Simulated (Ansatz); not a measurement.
Consider Sn-vacancy pair (Sn on one host W site, one W site vacant) in bcc W, neutral cell. The step: direct exchange of Sn with the vacancy (Sn-vacancy distance between ideal sites 2.76 Å throughout); the atom moves 2.10 Å along (0.38, 0.38, 0.38) of the unit cell; the moving atom starts with neighbours 3 W at 2.76, 3 W at 2.91, 2 W at 3.01, W at 3.02, W at 3.06, 3 W at 3.37 Å and ends with 3 W at 2.76, 3 W at 2.91, 2 W at 3.01, W at 3.02, W at 3.06, 3 W at 3.37 Å. DFT values are from Ansatz (plane-wave PAW, 420 eV unless said) in a cell of 36 host sites, spin-restricted, static, with no finite-size correction. Forms of the defect that were not tried may lie lower. For the PBE band: the saddle point's order was not checked, and it lies on a symmetry element of the cell, where a band can be held.

```tsv
Level	Forward barrier (eV)	Cost of the band or of the saddle's single point
CHGNet universal potential (has no charge state), its own band	0.32	-
PBE, a 2×2×3 k-point mesh shifted by half a step, band relaxed	0.45	roughly 50 core-minutes
PBE, a 3×3×5 k-point mesh shifted by half a step, same geometries	0.42	roughly 6 core-minutes
r2SCAN at 500 eV, a 2×2×3 k-point mesh shifted by half a step, same geometries	0.53	roughly 4 core-minutes
```

Ansatz is a first-principles code.
